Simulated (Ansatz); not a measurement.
**A short convergence ladder for ScBr3 (P6_3/mmc, 8 atoms in the cell)**

```xyz
8
Lattice="9.8889 0.0000 0.0000 -4.9445 8.5641 0.0000 0.0000 0.0000 3.5137" Properties=species:S:1:pos:R:3 pbc="T T T"
Sc     0.0000     5.7094     2.6353
Sc     4.9445     2.8547     0.8784
Br     0.0000     3.6986     0.8784
Br     4.9445     4.8655     2.6353
Br     6.6859     1.8493     2.6353
Br    -1.7414     6.7148     0.8784
Br     1.7414     6.7148     0.8784
Br     3.2031     1.8493     2.6353
```

Base method: LDA (PW92), default PAW files made with PBE (plane waves; Ansatz, an electronic-structure program).

Base settings: basis.ecutwfc = 420 eV; kpoints.mp_grid.grid = 2 2 6; hamiltonian.xc = lda; hamiltonian.pseudopotentials = {kind: paw} (the program's default PAW files); scf.occupations.method = fermi_dirac; scf.occupations.width = 0.02 eV.

Core times come from one kind of shared machine, to one figure; runs under 30 s give none.

**Zone-centre phonons against the cutoff**

In this ladder: scf.occupations.method = fixed; scf.occupations.width = default; phonons.method = dfpt; phonons.dielectric = true; phonons.rigid_motions = translations.

The mesh stays at the base's, so the ladder's end is converged at best in this setting alone.

Frequencies are those of the unrelaxed cell, without the LO-TO term of polar crystals.

Only quantities that move along the ladder and can be compared are tabulated.

ε∞ and Born charges come from denser meshes that the program picks itself.

| basis.ecutwfc | lowest optical frequency (cm⁻¹) | mean ε∞ | core time / last (rough) |
|---|---|---|---|
| 210 eV | 14.0 | 3.307 | 0.4 |
| 295 eV | 11.8 | 3.331 | 0.5 |
| 420 eV | 11.6 | 3.333 | 0.9 |
| 505 eV | 11.6 | 3.333 | 1 |

Coarsest basis.ecutwfc that holds the mean ε∞ within 0.01 of the last step, with all finer ones: 295 eV; the step before is off by 0.026.

Coarsest basis.ecutwfc that holds the lowest optical frequency within 1 cm⁻¹ of the last step, with all finer ones: 295 eV; the step before is off by 2.4 cm⁻¹.

On the base run: the starting cell comes from a database of computed structures (which also holds hypothetical and non-ambient phases and stackings), without a prior relaxation at this level. Its lattice was rescaled by up to half a per cent.

Keys are those of Ansatz 0.2.
